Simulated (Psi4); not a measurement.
Psi4 1.11, WB97X/def2-svp: Ge(H)(Me)2(NMe2) (C[N](C)[GeH]([CH3])[CH3]), 19 atoms. The geometry is a generated start, not checked to be a minimum at this level.

```yaml
task: energy
method: wb97x
basis: def2-svp
memory: 3 GB
maxiter: 100
keys_of_the_molecule_block: symmetry c1
scf_type: df (default)
e_convergence: 1e-06 (default)
d_convergence: 1e-06 (default)
dft_radial_points: 75 (default)
dft_spherical_points: 302 (default)
basis_functions: 167
grid_points: 402965
```

```xyz
19

Ge     0.8051     0.4063     0.4039
C      1.0925    -1.1780     1.5810
C      2.0652     0.4292    -1.1181
N     -0.9040     0.5436    -0.2846
C     -1.9885     0.7817     0.6384
C     -1.3030    -0.3493    -1.3483
H      0.9190     1.6741     1.2274
H      0.7255    -2.0787     1.0925
H      0.5620    -1.0636     2.5236
H      2.1480    -1.3142     1.7967
H      3.0649     0.6717    -0.7721
H      1.7660     1.1754    -1.8470
H      2.1098    -0.5381    -1.6117
H     -2.3438    -0.1376     1.1245
H     -2.8323     1.2310     0.1052
H     -1.6534     1.4758     1.4087
H     -0.4727    -0.4821    -2.0370
H     -1.6201    -1.3354    -0.9834
H     -2.1401     0.0880    -1.8999
```

With the defaults (damping_percentage = 0, diis = true, scf_initial_accelerator = adiis, soscf = false, diis_start = 1, diis_max_vecs = 10, guess = auto, which took SAD, level_shift = 0, level_shift_cutoff = 0.01) it converges in 9 SCF iterations. One run each on 2 threads, with these changes:
- guess = huckel
- damping_percentage = 60, diis = false, scf_initial_accelerator = none
- diis_start = 4
- damping_percentage = 60
- diis_max_vecs = 6
- soscf = true
- guess = sadno
- level_shift = 0.1, level_shift_cutoff = 0.001
- scf_initial_accelerator = none

Task: Name the settings that don't reach the solution of the defaults.

Result: No convergence: damping_percentage = 60; damping_percentage = 60, diis = false, scf_initial_accelerator = none (the run ends without SCF convergence in 100 iterations). The rest reach the solution of the defaults.

```
setting                                                                SCF iterations  JK calls             end
---------------------------------------------------------------------  --------------  --------  --------------
soscf = true                                                                        6        17   same solution
the defaults                                                                        9        10   same solution
diis_max_vecs = 6                                                                   9        10   same solution
scf_initial_accelerator = none                                                      9        10   same solution
guess = sadno                                                                       9         9   same solution
level_shift = 0.1, level_shift_cutoff = 0.001                                       9        10   same solution
guess = huckel                                                                      9        32   same solution
diis_start = 4                                                                     11        12   same solution
damping_percentage = 60                                                           100       101  no convergence
damping_percentage = 60, diis = false, scf_initial_accelerator = none             100       101  no convergence
```

An SOSCF iteration holds several JK calls; a Hückel guess adds calls on atoms.
